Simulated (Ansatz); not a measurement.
Take MoP (space group P-6m2, No. 187) as the base.

MoP is taken in the hexagonal space group P-6m2 (No. 187), Pearson symbol hP2. Lattice parameters: a = b = 3.242 Å, c = 3.194 Å, α = β = 90.00°, γ = 120.00°. Mo on 1a is coordinated by 6 P at 2.460 Å and 8 Mo at 3.194–3.242 Å. P on 1d sees 6 Mo at 2.460 Å (trigonal prismatic). (Neighbours: up to the widest gap in distance over summed covalent radii, below 1.35, at either atom; cation-cation and far metal-metal contacts left out.)

Computed with PBE (Ansatz, an electronic-structure program), scalar-relativistic without spin-orbit coupling.

One change was made to it. Results:

The lattice parameter a drops by 0.1115 Å to 3.130 Å; the c/a ratio rises by 0.0182, from 0.985 to 1.004.

Problem. Which of these changes matches the shifts?
A) pressure 4.5 GPa
B) pressure 0.9 GPa
C) pressure 2.1 GPa
D) pressure 9 GPa
E) pressure 22.5 GPa

Solution. E, pressure 22.5 GPa. For comparison, the lattice parameter a in the other runs: pressure 9 GPa gives 3.192 Å; pressure 4.5 GPa gives 3.216 Å; pressure 0.9 GPa gives 3.236 Å; pressure 2.1 GPa gives 3.229 Å.

Load acts through the strain it causes; cell and atoms are relaxed under it. Stability against distortions was not tested. Competing high-pressure phases were not computed. The final runs are not spin-polarised. An odd electron count without spin: MoP.
